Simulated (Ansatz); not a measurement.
Faces of hcp Zr in 1x1 cells, as slabs relaxed from ideal cuts; for each face the lowest of the symmetric, stoichiometric cuts and spin starts that were computed. The slabs keep the symmetry of their cuts; real faces may buckle, or reconstruct in larger cells. No spin-orbit coupling, no Hubbard U.

Calculation: PBE (plane waves to 420 eV, PAW; Ansatz, a first-principles code).

```tsv
face	cell area (Å²)	outermost plane spacing of the ideal cut (Å)	γ unrelaxed (J/m²)	γ relaxed (J/m²)	work function, top face (eV)
(0001)	9.05	2.59	1.67	1.59	4.19
(10-10)	16.71	0.93	1.69	1.67	3.78
(10-11)	19.00	0.41	1.65	1.59	3.85
(10-12)	24.63	0.63	1.78	1.69	3.43
(10-13)	31.88	0.24	1.82	1.73	3.42
(11-20)	28.95	1.62	1.77	1.68	___
(11-21)	30.33	0.77	1.90	1.74	3.40
(11-22)	34.14	1.37	1.84	1.73	3.55
(11-23)	39.68	0.59	1.89	1.77	3.36
(20-21)	34.63	0.23	1.71	1.65	3.76
(20-23)	43.06	0.18	1.75	1.64	3.60
(21-30)	44.22	0.35	1.78	1.70	3.34
(21-31)	45.13	0.17	1.83	1.69	___
(21-32)	47.78	0.33	1.86	1.71	3.52
(21-33)	51.88	0.15	1.81	1.70	3.64
(30-31)	50.95	0.46	1.72	1.67	3.76
(30-32)	53.30	0.88	1.70	1.63	3.79
(31-40)	60.26	0.52	1.77	1.70	3.43
(31-41)	60.93	0.13	1.81	1.69	3.46
(31-42)	62.92	0.25	1.81	1.69	3.51
(31-43)	66.09	0.12	1.82	1.69	3.61
```

Complete the blanks.


- (11-20), work function, top face (eV): 3.17
- (21-31), work function, top face (eV): 3.37
